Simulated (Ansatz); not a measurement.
The reference is SiC in the zinc blende structure (space group F-43m, No. 216).

```
SiC
1.0
    0.00000     2.17817     2.17817
    2.17817     0.00000     2.17817
    2.17817     2.17817     0.00000
Si C
1 1
Direct
  0.00000   0.00000   0.00000
  0.25000   0.25000   0.25000
```

Cartesian axes are those of the cell as printed.

Computed with r2SCAN (Ansatz, a program for electronic structure; PAW; 500 eV plane waves; no SOC).

Strains are applied to the cell and any free atomic positions relax.

One change was made to it. Results:

| quantity | base | after |
|---|---|---|
| energy relative to the base (free energy F) | 0 meV/atom | +0.3 meV/atom |
| band gap | 1.71 eV | 1.69 eV |

Question: Which change produced these results?
A. uniaxial strain ε_zz = +0.50 %
B. uniaxial strain ε_zz = +1.50 %
C. uniaxial strain ε_zz = +2.00 %
D. uniaxial strain ε_zz = +2.50 %

Answer: A, uniaxial strain ε_zz = +0.50 %. For comparison, the band gap in the other runs: uniaxial strain ε_zz = +2.00 % gives 1.62 eV; uniaxial strain ε_zz = +2.50 % gives 1.60 eV; uniaxial strain ε_zz = +1.50 % gives 1.64 eV.

Whether these cells are dynamically stable was not tested.
